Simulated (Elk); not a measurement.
A self-consistent single point of CoIr (R-3m, 2 atoms in the cell) with Elk.

Method: PBEsol, all-electron FP-LAPW, Elk's shipped species files, LAPW+lo basis (Elk 10.2.4).

```
CELL_PARAMETERS angstrom
      1.32421     0.76453     4.16478
     -1.32421     0.76453     4.16478
      0.00000    -1.52907     4.16478
ATOMIC_POSITIONS crystal
  Co 0.00000 0.00000 0.00000
  Ir 0.50000 0.50000 0.50000
```
Moments meant for the start (each program seeds them in its own way; μB, in the order of the atoms Co Ir): 3.0 0.0.

Reference input (self-consistent single point, DFT, PBEsol, all-electron FP-LAPW, Elk's shipped species files, LAPW+lo basis): xctype = 22; spinpol = true; rgkmax = 8; stype = 0; swidth = 0.00499791 Ha; ngridk = 12 12 12; reducebf = 0.7; gmaxvr = 16 1/bohr; nxoapwlo = 1; rmtscf = 0.84; nempty = 12 per atom; maxscl = 100. This run's input differs from it in these lines:

```diff
@@ -57,3 +57,3 @@
 ngridk
-  12 12 12
+  8 8 8
```

Log, with long lists cut:

```
│ Self-consistent loop started │
│ Loop number : 1 │
 total energy                :     -19239.1768854
 total moment                :    1.796739659
│ Loop number : 2 │
 total energy                :     -19240.2846051
 total moment                :    1.839710560
RMS change in Kohn-Sham potential (target) :    1.326027886     (  0.1000000000E-05)
Absolute change in total energy (target)   :    1.107719656     (  0.1000000000E-03)
│ Loop number : 3 │
 total energy                :     -19237.2530304
 total moment                :    1.662463919
RMS change in Kohn-Sham potential (target) :    1.326470199     (  0.1000000000E-05)
   [... lines left out ...]
│ Loop number : 30 │
 total energy                :     -19245.4245834
 total moment                :    1.631174199
RMS change in Kohn-Sham potential (target) :   0.1214825760E-05 (  0.1000000000E-05)
Absolute change in total energy (target)   :   0.2247050361E-04 (  0.1000000000E-03)
│ Loop number : 31 │
 total energy                :     -19245.4245783
 total moment                :    1.631145613
RMS change in Kohn-Sham potential (target) :   0.4227285039E-06 (  0.1000000000E-05)
Absolute change in total energy (target)   :   0.1078502100E-04 (  0.1000000000E-03)
Convergence targets achieved

│ Loop number : 32 │

Energies :
 Fermi                       :     0.486484578174
 xc effective B-field        :    -0.472200960188E-01
 external B-field            :      0.00000000000
 total energy                :     -19245.4245527
 (external B-field energy excluded from total)

Density of states at Fermi energy :    71.32998169
 (states/Hartree/unit cell)

Estimated indirect band gap :   0.2652848288E-03
 from k-point     57 to k-point     54
Estimated direct band gap   :   0.2688730499E-02
 at k-point     23

Charges :
 core                        :    60.00000000
 valence                     :    44.00000000
 interstitial                :    3.792855069
 muffin-tins (core leakage)
  species :    1 (Co)
   atom    1                 :    25.23794095     (  0.3353299076E-02)
  species :    2 (Ir)
   [... lines left out ...]
 total charge                :    104.0000000
 error                       :   0.7937547412E-02

Moments :
 interstitial                :  -0.2868056035E-01
 muffin-tins
  species :    1 (Co)
   atom    1                 :    1.481017093
  species :    2 (Ir)
   atom    1                 :   0.1788269096
 total in muffin-tins        :    1.659844003
 total moment                :    1.631163443

│ Self-consistent loop stopped │
```

The run converged in 32 iterations. The count includes the last loop, which Elk runs after its targets are met. Against the reference run the total energy falls by 6.1 meV/atom and the size of the net moment goes from 0.76 to 0.82 μB/atom.

The starting cell comes from a database of computed structures (which also holds hypothetical and non-ambient phases and stackings), without a prior relaxation at this level. Spin-orbit coupling is off. With one magnetic atom in the cell only a parallel order is possible. Values depend on the basis (sphere radii, cutoffs, local orbitals), which need not be converged. The log's line on a gap gives a spacing of levels on this mesh, which the program prints for metals too.

Cost on one core of a shared machine: roughly 80 s.
